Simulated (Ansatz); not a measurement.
**monolayer Sb: band-edge transport data**

Consider the following.

```xyz
2
Lattice="4.2453 0.0000 0.0000 -2.1227 3.6766 0.0000 0.0000 0.0000 17.4065" Properties=species:S:1:pos:R:3 pbc="T T T"
Sb     2.1227     1.2255     9.4986
Sb     0.0000     2.4510     7.9079
```

The numbers are results of PBE with spin-orbit coupling, rigid bands (plane waves, PAW; Ansatz, a program for electronic structure), not measurements. Condition of this run: biaxial strain +3 % with spin-orbit coupling. Cell: cell and atoms relaxed with PBE, then loaded as said.

```
Quantity                                              Value
----------------------------------------------  -----------
band gap                                            1.10 eV
electron conductivity mass (300 K, dilute)         0.090 mₑ
hole conductivity mass (300 K, dilute)              0.24 mₑ
effective density of states N_c (300 K)         9.6e11 cm⁻²
effective density of states N_v (300 K)         2.0e12 cm⁻²
Seebeck coefficient, n-type 1.7e12 cm⁻², 300 K    -133 μV/K
Seebeck coefficient, p-type 1.7e12 cm⁻², 300 K     175 μV/K
```

Rigid bands; masses and Seebeck coefficients take one relaxation time τ for all states and one kind of carrier; polarons and phonon drag are left out.
